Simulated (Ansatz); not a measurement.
**Short convergence ladders for a (100) slab of MnS (cut from a parent of space group no. 186; 12 atoms in the cell)**

```xyz
12
Lattice="3.9733 0.0000 0.0000 0.0000 6.3742 0.0000 0.0000 0.0000 22.0290" Properties=species:S:1:pos:R:3 pbc="T T T"
Mn     0.9933     6.3668     7.0000
Mn     2.9800     3.1797     8.1470
S      2.9800     0.8041     8.1470
S      0.9933     3.9912     7.0000
Mn     2.9800     6.3668    10.4410
Mn     0.9933     3.1797    11.5880
S      0.9933     0.8041    11.5880
S      2.9800     3.9912    10.4410
Mn     0.9933     6.3668    13.8820
Mn     2.9800     3.1797    15.0290
S      2.9800     0.8041    15.0290
S      0.9933     3.9912    13.8820
```
Moments meant for the start (each program seeds them in its own way; μB, in the order of the atoms Mn Mn S S Mn Mn S S Mn Mn S S): 4.0 4.0 0.0 0.0 4.0 4.0 0.0 0.0 4.0 4.0 0.0 0.0.

Base method: LDA (PW92), default PAW files made with PBE (plane waves; Ansatz, a quantum-chemistry and plane-wave program).

Base settings: basis.ecutwfc = 420 eV; kpoints.mp_grid.grid = 4 3 1; hamiltonian.xc = lda; hamiltonian.pseudopotentials = {kind: paw} (the program's default PAW files); magnetization.spin_polarized = true; scf.occupations.method = fermi_dirac; scf.occupations.width = 0.1 eV.

The count of work is k-points × plane waves × bands × iterations; it is no time. Core times come from one kind of shared machine, to one figure; runs under 30 s give none.

**The vacuum**

The mesh stays at the base's, so the ladder's end is converged at best in this setting alone.

Only quantities that move along the ladder and can be compared are tabulated.

These are the values that this program gave, and no reference: magnetic slabs can end in a higher state.

| vacuum between outermost atoms (Å) | free energy less the last step's (meV/atom) | largest difference of a force vector from the last step's (eV/Å) | count of work / last | core time / last (rough) |
|---|---|---|---|---|
| 3.0 | -69.58 | 0.798 | 0.36 | 0.3 |
| 5.0 | -5.75 | 0.073 | 0.43 | 0.3 |
| 7.0 | -0.46 | 0.006 | 0.40 | 0.4 |
| 10.0 | -0.02 | 0.001 | 0.71 | 0.7 |
| 14.0 | 0.00 | 0.001 | 0.87 | 0.9 |
| 30.0 | 0.00 | 0.000 | 1.0 | 1 |

Smallest vacuum between outermost atoms (Å) that holds the free energy within 5 meV/atom of the last step, with all finer ones: 7.0, at 0.40 of the last step's count of work and about 0.4 of the last step's time; the step before is off by 5.7 meV/atom.

Smallest vacuum between outermost atoms (Å) that holds the forces within 0.01 eV/Å of the last step, with all finer ones: 7.0, at 0.40 of the last step's count of work and about 0.4 of the last step's time; the step before is off by 0.073 eV/Å.

**The k-point mesh**

Only quantities that move along the ladder and can be compared are tabulated.

These are the values that this program gave, and no reference: magnetic slabs can end in a higher state.

| kpoints.mp_grid.grid | free energy less the last step's (meV/atom) | largest difference of a force vector from the last step's (eV/Å) | net moment (μB/atom) | count of work / last | core time / last (rough) |
|---|---|---|---|---|---|
| 2 1 1 | -10.79 | 0.230 | 2.254 | 0.11 | 0.08 |
| 3 2 1 | 0.16 | 0.069 | 2.400 | 0.27 | 0.2 |
| 4 3 1 | -0.05 | 0.015 | 2.419 | 0.40 | 0.4 |
| 5 4 1 | -0.28 | 0.006 | 2.424 | 0.60 | 0.6 |
| 8 5 1 | 0.00 | 0.000 | 2.424 | 1.0 | 1 |

Coarsest kpoints.mp_grid.grid that holds the net moment within 0.02 μB/atom of the last step, with all finer ones: 4 3 1, at 0.40 of the last step's count of work and about 0.4 of the last step's time; the step before is off by 0.024 μB/atom.

Coarsest kpoints.mp_grid.grid that holds the free energy within 5 meV/atom of the last step, with all finer ones: 3 2 1, at 0.27 of the last step's count of work and about 0.2 of the last step's time; the step before is off by 11 meV/atom.

**The plane-wave cutoff**

The mesh stays at the base's, so the ladder's end is converged at best in this setting alone.

Only quantities that move along the ladder and can be compared are tabulated.

These are the values that this program gave, and no reference: magnetic slabs can end in a higher state.

```csv
basis.ecutwfc,free energy less the last step's (meV/atom),largest difference of a force vector from the last step's (eV/Å),net moment (μB/atom),count of work / last,core time / last (rough)
210 eV,3199.90,0.109,2.446,0.29,0.3
250 eV,730.14,0.111,2.428,0.37,0.4
295 eV,110.68,0.027,2.421,0.48,0.5
420 eV,1.40,0.000,2.419,0.82,0.8
505 eV,0.68,0.000,2.419,1.1,1
630 eV,0.00,0.000,2.419,1.0,1
```

Coarsest basis.ecutwfc that holds the forces within 0.005 eV/Å of the last step, with all finer ones: 420 eV; the step before is off by 0.027 eV/Å.

Coarsest basis.ecutwfc that holds the free energy within 5 meV/atom of the last step, with all finer ones: 420 eV; the step before is off by 110 meV/atom.

Coarsest basis.ecutwfc that holds the net moment within 0.01 μB/atom of the last step, with all finer ones: 250 eV, at 0.37 of the last step's count of work and about 0.4 of the last step's time; the step before is off by 0.026 μB/atom.

On the base run: the starting cell comes from a database of computed structures (which also holds hypothetical and non-ambient phases and stackings), without a prior relaxation at this level. The slab is cut from that crystal, and its faces are unrelaxed. Its lattice was rescaled by up to half a per cent. The magnetic order is the one reached from the typed start; others were not searched systematically. The program warned that, by what it read of turns of the moments, another magnetic order lies lower. In the base run, forces exceed 1 eV/Å. Without a gap this mesh is coarse (it stands for a supercell whose shortest in-plane vector is 16 Å).

Keys are those of Ansatz 0.2.
